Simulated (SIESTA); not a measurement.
SIESTA run on NiPt₃ (Pm-3m, 4 atoms in the cell): self-consistent single point.

Computed with GGA PBEsol, numerical atomic orbitals TZP, PseudoDojo PBEsol standard norm-conserving potentials (rewritten from UPF to PSML) (SIESTA 5.4.2).

The change in words: lattice scaled by 0.98. Reference geometry:
```yaml
crystal:
  lattice:
    - [3.83846, 0.00000, 0.00000]
    - [0.00000, 3.83846, 0.00000]
    - [0.00000, 0.00000, 3.83846]
  atoms:
    - { symbol: Ni, position: [0.00000, 0.00000, 0.00000], spin: 2.0 }
    - { symbol: Pt, position: [0.00000, 0.50000, 0.50000] }
    - { symbol: Pt, position: [0.50000, 0.00000, 0.50000] }
    - { symbol: Pt, position: [0.50000, 0.50000, 0.00000] }
```
(The spins are starting values, not results.)

Reference input (self-consistent single point, DFT, GGA PBEsol, numerical atomic orbitals TZP, PseudoDojo PBEsol standard norm-conserving potentials (rewritten from UPF to PSML)): XC.functional = GGA; XC.authors = PBEsol; potentials = PseudoDojo PBEsol standard; PAO.BasisSize = TZP; PAO.EnergyShift = 0.005 Ry; MeshCutoff = 400 Ry; kgrid.MonkhorstPack = 9 9 9; OccupationFunction = MP; OccupationMPOrder = 0; ElectronicTemperature = 100 meV; Spin = polarized; DM.InitSpin = [1 +2.00, 2 +0.00, 3 +0.00, 4 +0.00]. This run's input differs from it in these lines:

```diff
@@ -10,3 +10,3 @@
 %endblock ChemicalSpeciesLabel
-LatticeConstant              3.838463 Ang
+LatticeConstant              3.761694 Ang
 %block LatticeVectors
@@ -19,5 +19,5 @@
      0.000000000    0.000000000    0.000000000  1
-     0.000000000    1.919231500    1.919231500  2
-     1.919231500    0.000000000    1.919231500  2
-     1.919231500    1.919231500    0.000000000  2
+     0.000000000    1.880847000    1.880847000  2
+     1.880847000    0.000000000    1.880847000  2
+     1.880847000    1.880847000    0.000000000  2
 %endblock AtomicCoordinatesAndAtomicSpecies
```

Output, abridged:

```
        iscf     Eharris(eV)        E_KS(eV)     FreeEng(eV)     dDmax    Ef(eV) dHmax(eV)
   scf:    1   -15168.871163   -15206.885111   -15206.909777  1.330235 -1.205498 10.619921
     spin moment: {S} , |S| = {        0.0        0.0    0.87455 }     0.87455
   scf:    2   -15213.227425   -15213.535730   -15213.564891  0.204491 -1.284881  8.746646
     spin moment: {S} , |S| = {        0.0        0.0    1.59833 }     1.59833
   scf:    3   -15215.951419   -15214.977526   -15215.007406  0.078855 -1.601313  5.260496
     spin moment: {S} , |S| = {        0.0        0.0    1.37790 }     1.37790
   [... lines left out ...]
     spin moment: {S} , |S| = {        0.0        0.0    1.23086 }     1.23086
   scf:   17   -15217.506422   -15217.506424   -15217.539027  0.000114 -2.937193  0.003436
     spin moment: {S} , |S| = {        0.0        0.0    1.23045 }     1.23045
   scf:   18   -15217.506444   -15217.506434   -15217.539027  0.000038 -2.937142  0.000357
     spin moment: {S} , |S| = {        0.0        0.0    1.23069 }     1.23069
   scf:   19   -15217.506436   -15217.506435   -15217.539027  0.000005 -2.937139  0.000088
     spin moment: {S} , |S| = {        0.0        0.0    1.23072 }     1.23072
SCF Convergence by DM+H criterion
max |DM_out - DM_in|         :     0.0000051158
max |H_out - H_in|      (eV) :     0.0000884737
SCF cycle converged after 19 iterations

Using DM_out to compute the final energy and forces

siesta: E_KS(eV) =           -15217.5064

siesta: E_KS - E_eggbox =    -15217.5064

siesta: Atomic forces (eV/Ang):
     1    0.000000    0.000000   -0.000000
     2   -0.000000   -0.000000    0.000000
     3   -0.000000   -0.000000    0.000000
     4   -0.000000   -0.000000    0.000000
   Tot   -0.000000    0.000000    0.000000
   Max    0.000000
   Res    0.000000    sqrt( Sum f_i^2 / 3N )
   Max    0.000000    constrained

Stress tensor Voigt[x,y,z,yz,xz,xy] (kbar):     -174.23     -174.23     -174.23        0.00        0.00       -0.00
(Free)E + p*V (eV/cell)   -15211.7505
   [... lines left out ...]
siesta: FreeEng =    -15217.539027
siesta: Cell volume =         53.229256 Ang**3
siesta:         174.23110042        174.23110042  kBar
   [... lines left out ...]

             -0.044  -0.015  -0.044  -0.013  -0.123  -0.004  -0.092  -0.004

             -0.019

mulliken: Qtot =       35.385

Mulliken Atomic Populations:
Atom #   charge [q] valence [e]      Sz [e]  Species
     1     0.403307   17.596693    0.740949  Ni
     2    -0.134436   18.134436    0.163258  Pt
     3    -0.134436   18.134436    0.163258  Pt
     4    -0.134436   18.134436    0.163258  Pt
 Total    -0.000000                1.230722
```

The run converged in 19 iterations. Against the reference run the free energy goes up by 33.6 meV/atom, the pressure goes from -2.49 to 17.42 GPa and the size of the net moment goes from 0.34 to 0.31 μB/atom.

The starting cell comes from a database of computed structures (which also holds hypothetical and non-ambient phases and stackings), without a prior relaxation at this level. Its lattice was rescaled by a random factor within 2.5 % of one. For this run, on top of that: lattice scaled by 0.98. With one magnetic atom in the cell only a parallel order is possible. Values carry the incompleteness of an atom-centred basis. With a pressure of about 17 GPa the cell is away from its equilibrium volume at this level.

Cost on one core of a shared machine: roughly 5 min.
